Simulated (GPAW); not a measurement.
GPAW run on Sr (Fm-3m, 1 atom in the cell): self-consistent single point

Level of theory: PBE, GPAW PAW datasets PBE (gpaw-data 1.0.1) (plane waves; GPAW).

The input file:

```python
from ase import Atoms
from ase.units import GPa
from gpaw import GPAW

atoms = Atoms(['Sr'],
              cell=[[0.000000, 2.963832, 2.963832],
                    [2.963832, 0.000000, 2.963832],
                    [2.963832, 2.963832, 0.000000]],
              positions=[[0.000000, 0.000000, 0.000000]],
              pbc=True)

calc = GPAW(mode={'name': 'pw', 'ecut': 550},
            xc='PBE',
            kpts={'size': (8, 8, 8), 'gamma': True},
            occupations={'name': 'fermi-dirac', 'width': 0.1},
            nbands=-7,
            convergence={'density': 1e-05, 'energy': 1e-05},
            symmetry={'symmorphic': False, 'tolerance': 0.0005},
            maxiter=100,
            txt='-')

atoms.calc = calc

energy = atoms.get_potential_energy()
print('Energy (eV):', round(energy, 6))
forces = atoms.get_forces()
print('Forces (eV/Ang):')
print(forces.round(5))
stress = atoms.get_stress()
print('Stress (GPa, Voigt):', (stress / GPa).round(4))
```

Output (repeated stretches shortened):

```
Input parameters:
  convergence: {density: 1e-05,
                energy: 1e-05}
  kpts: {gamma: True,
         size: (8, 8, 8)}
  maxiter: 100
  mode: {ecut: 550,
         name: pw}
  nbands: -7
  occupations: {name: fermi-dirac,
                width: 0.1}
  symmetry: {symmorphic: False,
             tolerance: 0.0005}
  xc: PBE

species:
  Sr:
    name: Strontium
    Z: 38.0
    valence: 10
    core: 28
    charge: 0.0
    file: Sr.PBE.gz

    # Using partial waves for Sr as LCAO basis

Reference energy: -86496.770008  # eV

Spin-paired calculation

Convergence criteria:
 Maximum [total energy] change in last 3 cyles: 1e-05 eV / valence electron
 Maximum integral of absolute [dens]ity change: 1e-05 electrons / valence electron
 Maximum integral of absolute [eigenst]ate change: 4e-08 eV^2 / valence electron
 Maximum number of scf [iter]ations: 100

Symmetries present (total): 48
Symmetries with fractional translations: 0
512 k-points: 8 x 8 x 8 Monkhorst-Pack grid + [1/16,1/16,1/16]
29 k-points in the irreducible part of the Brillouin zone
       k-points in crystal coordinates                weights
   0:     0.00000000    0.00000000    0.00000000          1/512
   1:     0.12500000    0.12500000    0.00000000          6/512
   2:     0.12500000    0.12500000    0.12500000          8/512
   [... 7 lines left out ...]
          ...
  28:     0.50000000    0.50000000    0.50000000          4/512

Wave functions: Plane wave expansion
  Cutoff energy: 550.000 eV
  Number of coefficients (min, max): 1471, 1540
  Pulay-stress correction: 0.000000 eV/Ang^3 (de/decut=0.000000)

Occupation numbers: Fermi-Dirac:
  width: 0.1000  # eV

Eigensolver

Densities:
  Coarse grid: 24*24*24 grid
  Fine grid: 48*48*48 grid
  Total Charge: 0.000000

Density mixing:
  Method: separate
  Backend: pulay
  Linear mixing parameter: 0.05
  old densities: 5
  Damping of long wavelength oscillations: 50

Hamiltonian:
  XC and Coulomb potentials evaluated on a 48*48*48 grid
  External potential:
    NoExternalPotential

XC parameters: PBE with 2 nearest neighbor stencil

Number of atoms: 1
Number of atomic orbitals: 5
Number of bands in calculation: 12
Number of valence electrons: 10
Bands to converge: occupied

Density initialized from atomic densities
  5 bands from LCAO basis set
  7 bands from random numbers

Atomic positions and initial magnetic moments

Positions:
   0 Sr     0.000000    0.000000    0.000000    ( 0.0000,  0.0000,  0.0000)

Unit cell:
           periodic     x           y           z      points  spacing
  1. axis:    yes    0.000000    2.963832    2.963832    24     0.1426
  2. axis:    yes    2.963832    0.000000    2.963832    24     0.1426
  3. axis:    yes    2.963832    2.963832    0.000000    24     0.1426

  Lengths:   4.191491   4.191491   4.191491
  Angles:   60.000000  60.000000  60.000000

Effective grid spacing dv^(1/3) = 0.1556

     iter     time        total  log10-change:
                         energy   eigst   dens
iter:   1 --:--:--    -1.648319
iter:   2 --:--:--    -1.710993   -1.19  -1.63
iter:   3 --:--:--    -1.708404   -2.42  -1.61
iter:   4 --:--:--    -1.676328   -2.32  -1.64
iter:   5 --:--:--    -1.677937   -3.60  -2.10
iter:   6 --:--:--    -1.677806   -3.69  -2.18
iter:   7 --:--:--    -1.677767   -4.49  -2.55
iter:   8 --:--:--    -1.677797c  -5.68  -3.30
iter:   9 --:--:--    -1.677731c  -5.34  -3.16
iter:  10 --:--:--    -1.677732c  -7.12  -4.09
iter:  11 --:--:--    -1.677732c  -8.34c -4.75
iter:  12 --:--:--    -1.677731c  -8.19c -4.84
iter:  13 --:--:--    -1.677732c  -9.18c -5.03c

Converged after 13 iterations.

Dipole moment: (-0.000000, -0.000000, -0.000000) |e|*Ang

Energy contributions relative to reference atoms: (reference = -86496.770008)

Kinetic:         -0.009855
Potential:       +1.815876
External:        +0.000000
XC:              -3.347866
Entropy (-ST):   -0.037371
Local:           -0.117201
SIC:             +0.000000
--------------------------
Free energy:     -1.696417
Extrapolated:    -1.677732

Showing only first 2 kpts
 Kpt  Band  Eigenvalues  Occupancy
  0     3    -14.51079    2.00000
  0     4      0.12314    2.00000
  0     5      6.28151    0.00000
  0     6      6.28151    0.00000

  1     3    -14.52349    2.00000
  1     4      0.47201    2.00000
  1     5      5.80140    0.00000
  1     6      6.45428    0.00000

Fermi level: 3.83113

No gap
No difference between direct/indirect transitions
Energy (eV): -1.677732

Forces in eV/Ang:
  0 Sr    0.00000   -0.00000   -0.00000

Stress tensor:
    -0.004668     0.000000    -0.000000
     0.000000    -0.004668    -0.000000
    -0.000000    -0.000000    -0.004668
Stress (GPa, Voigt): [-0.7479 -0.7479 -0.7479 -0.     -0.      0.    ]
```

The run converged in 13 iterations. GPAW prints stress with tension positive.

The starting cell comes from a database of computed structures (which also holds hypothetical and non-ambient phases and stackings), without a prior relaxation at this level. Its lattice was rescaled by a random factor within 2.5 % of one.
